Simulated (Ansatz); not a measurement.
The reference is ScCu$_{2}$ (space group I4/mmm, No. 139; a = 3.251 Å, c = 8.242 Å; a cell from a computed database, its experimental status unchecked). Axes: x, y, z lie along a, b, c of the conventional cell.

Method: PBEsol, PAW, 420 eV (Ansatz, a program for electronic structure; spin-orbit coupling left out).

For the base:

- Volume per atom: 14.52 Å³

One thing is altered: tensile biaxial strain of 0.87 % in the plane normal to [001], as in epitaxy on a mismatched substrate; the out-of-plane cell vector and the atoms relax.

Task: What does the calculation give for the energy relative to the base after the change?

Result: The energy increases by 1.1 meV/atom.

Task: What happens to the volume per atom?

Result: The volume per atom increases by 0.14 Å³ (14.52 Å³ → 14.66 Å³).

Without a gap, meshes like the base's 20×20×20 leave anisotropic stresses uncertain by several tenths of a GPa, and small strain energies with them. Whether these cells are dynamically stable was not tested. All final runs are without spin polarisation.
